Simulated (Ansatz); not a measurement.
Bond-angle distributions (per cent of the angles at each element, bins of 10°) of a relaxed model of amorphous Ge20S40Sb4 at 3.17 g/cm³. Level of theory: PBE-D3(BJ), scalar-relativistic without spin-orbit coupling (plane waves to 420 eV, PAW; Ansatz, a program for electronic structure).

The cell was made by melting and quenching with the CHGNet potential and then relaxed with DFT. The hot cell started wider than the set density and was brought back towards it in steps. It is the lowest in DFT energy of 3 quenches. It is a model cell: composition and starting density were chosen by hand, and all elements were melted together. The geometry includes D3(BJ) dispersion. Its density started from a set value of 3.01 and ended at 3.17 g/cm³. Cooling (nominally 64 K/ps over its main leg) ran many orders faster than in experiment, which tends to leave more defects and strain. One small periodic cell is one sample of the glass; other quenches scatter about these values. Volume and shape were free in the relaxation.

Bonds are counted up to Ge-Ge 2.85 Å, Ge-S 2.76 Å, Ge-Sb 3.11 Å, S-S 2.39 Å, S-Sb 2.93 Å, Sb-Sb 3.34 Å.

```json
[
 {"angle (°)": "50-60", "at Ge": "0", "at S": "0"},
 {"angle (°)": "60-70", "at Ge": "0", "at S": "0"},
 {"angle (°)": "70-80", "at Ge": "1", "at S": "4"},
 {"angle (°)": "80-90", "at Ge": "6", "at S": "17"},
 {"angle (°)": "90-100", "at Ge": "18", "at S": "27"},
 {"angle (°)": "100-110", "at Ge": "32", "at S": "40"},
 {"angle (°)": "110-120", "at Ge": "34", "at S": "8"},
 {"angle (°)": "120-130", "at Ge": "8", "at S": "2"},
 {"angle (°)": "130-140", "at Ge": "0", "at S": "2"},
 {"angle (°)": "140-150", "at Ge": "1", "at S": "0"},
 {"angle (°)": "150-160", "at Ge": "0", "at S": "0"},
 {"angle (°)": "160-170", "at Ge": "0", "at S": "0"},
 {"angle (°)": "170-180", "at Ge": "0", "at S": "0"}
]
```

They go with these counts of neighbours within the cut-offs, cation contacts included: Ge mean 3.8, most often 4; S mean 2.1, most often 2.
